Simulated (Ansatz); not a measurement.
We consider SnSeS (P3m1, No. 156, 3 atoms in the cell; start mp-1218912), described by r²SCAN+rVV10 (plane waves, PAW; Ansatz, a quantum-chemistry and plane-wave program).

Run with plane-wave cutoff 560 eV, 12×12×6 k mesh (along the axes of the cell as run), Fermi–Dirac smearing 0.01 eV, scalar-relativistic PAW data made under PBE.

Cell (relaxed at this level):

SnSSe is modelled in the trigonal space group P3m1 (No. 156), Pearson symbol hP3. Lattice parameters: a = b = 3.7437 Å, c = 6.0992 Å, α = β = 90.00°, γ = 120.00°. Sn on 1b sees 3 S at 2.602 Å and 3 Se at 2.684 Å (octahedral). Se on 1a has 3 Sn at 2.684 Å (trigonal pyramidal). S on 1c has 3 Sn at 2.602 Å (trigonal pyramidal). (Neighbours: up to the widest gap in distance over summed covalent radii, below 1.35, at either atom; cation-cation and far metal-metal contacts left out.)

Task: Predict the band gap, smallest direct gap on the k points sampled and direct gap at Γ.

Result: 
* **band gap**: 1.24 eV
* **smallest direct gap on the k points sampled**: 1.77 eV
* **direct gap at Γ**: 1.83 eV

Spin–orbit coupling is not included.

Computed values are for the static lattice.

A start named mp-… is a Materials Project structure, which need not be a measured phase.
